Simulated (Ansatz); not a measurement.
The starting structures come from a database of crystals and need not be the phases stable at ambient conditions.

 Where the default PAW files enter, the runs use the earlier of Ansatz's two default sets.

Inside the gap of an insulator the Bloch states are evanescent, with a wavenumber k + iκ along the transport direction.

Consider the following.

```
GaP
1.0
    3.88603     0.00000     0.00000
   -1.94302     3.36540     0.00000
    1.94301     1.12180     6.43081
Ga P
2 2
Direct
  0.12926   0.56463   0.30611
  0.87074   0.43537   0.69389
  0.88523   0.94261   0.17216
  0.11477   0.05739   0.82784
```

Space group of this cell: R-3m. The cell is taken as given; by LDA its mean pressure is -4.8 GPa.

Transport runs along the normal of the first two printed cell vectors, the (001) plane of the conventional cell.

The gap is the functional's own. No spin-orbit coupling. Mid-gap values are interpolated on the energy grid.

**Question.** State the band gap and the smallest decay constant κ at mid-gap according to LDA in Ansatz (a program for electronic structure).

**Answer.** Gap 0.71 eV on a 10×10×10 mesh; κ = 0.079 1/Å, at the zone centre.
